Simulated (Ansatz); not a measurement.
LaZnNO (model structure, started from the LaZnOP type, P4/nmm, No. 129, 8 atoms in the cell) was calculated with PBE (plane waves, PAW; Ansatz, a program for electronic structure).

Numerical settings: plane-wave cutoff 520 eV, 8×8×4 k mesh (along the axes of the cell as run), Fermi–Dirac smearing 0.01 eV, scalar-relativistic PAW data made under PBE.

Cell (relaxed at this level):

LaZnNO is modelled in the tetragonal space group P4/nmm, origin choice 1 (No. 129), Pearson symbol tP8. Cell: a = b = 3.819 Å, c = 8.194 Å, α = β = γ = 90.00°. La on 2c is surrounded by 4 O at 2.328 Å and 4 N at 3.201 Å. Zn on 2b is surrounded by 4 N at 2.178 Å (tetrahedral). N on 2c is coordinated by 4 Zn at 2.178 Å and 4 La at 3.201 Å. O on 2a is coordinated by 4 La at 2.328 Å (tetrahedral). (Neighbours: up to the widest gap in distance over summed covalent radii, below 1.35, at either atom; cation-cation and far metal-metal contacts left out.)

Question: Estimate the band gap and bulk modulus that the calculation returns.

Answer: 
* **band gap**: 1.52 eV (on the SCF k mesh)
* **bulk modulus**: 89.4 GPa

Note: the bulk modulus is −V dP/dV from two relaxed cells at ±2 % in volume; the relaxation could raise the start's symmetry but not lower it, so the cell can be a saddle point.

Spin–orbit coupling is not included.

Static lattice: no zero-point or thermal effects.

A model structure was made by putting elements into a prototype or built by hand; it is no filed structure, need not be a known phase, and can be a saddle point held by its symmetry.
